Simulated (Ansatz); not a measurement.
System: Be3N2 (P6₃/mmc, No. 194, 10 atoms in the cell; start mp-6977; a measured phase of this formula has another space group). Method: PBEsol (Ansatz, a program for electronic structure, PAW).

Run with plane-wave cutoff 520 eV, 12×12×4 k mesh (along the axes of the cell as run), Fermi–Dirac smearing 0.01 eV, scalar-relativistic PAW data made under PBE.

Cell (relaxed with PBEsol):

```xyz
10
Lattice="2.8372 0.0000 0.0000 -1.4186 2.4571 0.0000 0.0000 0.0000 9.7098" Properties=species:S:1:pos:R:3 pbc="T T T"
Be     0.0000     1.6381     0.7597
Be     1.4186     0.8190     8.9501
Be     1.4186     0.8190     5.6146
Be     0.0000     1.6381     4.0952
Be     0.0000     0.0000     2.4275
Be     0.0000     0.0000     7.2824
N      0.0000     0.0000     0.0000
N      0.0000     0.0000     4.8549
N      0.0000     1.6381     2.4275
N      1.4186     0.8190     7.2824
```

Q: What does this level give for the band gap, smallest direct gap on the k points sampled and direct gap at Γ?

A: 
* **band gap**: 3.25 eV (indirect)
* **smallest direct gap on the k points sampled**: 4.65 eV
* **direct gap at Γ**: 6.14 eV

Computing time: around 16 core-seconds (rough).

A start named mp-… is a Materials Project structure, which need not be a measured phase.
